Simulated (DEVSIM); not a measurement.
Structure: abrupt Si n-p junction, at 300 K.

Layer 1 from the left is Si, thickness (μm) 0.340, Nd (cm⁻³) 2.9e18, τn (s) 0.00031, τp (s) 0.00031. Layer 2 from the left is Si, thickness (μm) 0.540, Na (cm⁻³) 1e14, τn (s) 0.00031, τp (s) 0.00031.

Left contact: ohmic. Right contact: ohmic. Voltage is applied to the left contact. Recombination: SRH at mid-gap, Auger. Mobility is μmin + (μ − μmin)/(1 + (N/Nref)^α).

This is a model device: material constants are rounded textbook-type values typed into the input, and sizes, dopings and lifetimes were drawn at random. Values at 300 K.

Si: gap (eV) 1.124, affinity (eV) 4.05, permittivity 11.7, Nc (cm⁻³) 2.86e19, Nv (cm⁻³) 3.1e19, μn (cm²/Vs) 1417, μp (cm²/Vs) 470, μn,min 52, μp,min 45, Nref,n 9.7e16, Nref,p 2.2e17, αn 0.68, αp 0.72, Cn (cm⁶/s) 2.8e-31, Cp (cm⁶/s) 9.9e-32.

DEVSIM, 1D drift-diffusion, Boltzmann statistics, complete ionisation; no tunnelling, impact ionisation, image-force lowering or self-heating.

Problem. What does the simulation give for the dark forward voltage at 1 A/cm², the potential step across the device at zero bias, the largest field in the device at zero bias?

Solution. dark forward voltage at 1 A/cm² 0.356 V; potential step across the device at zero bias 0.738 V; largest field in the device at zero bias 93000 V/cm.
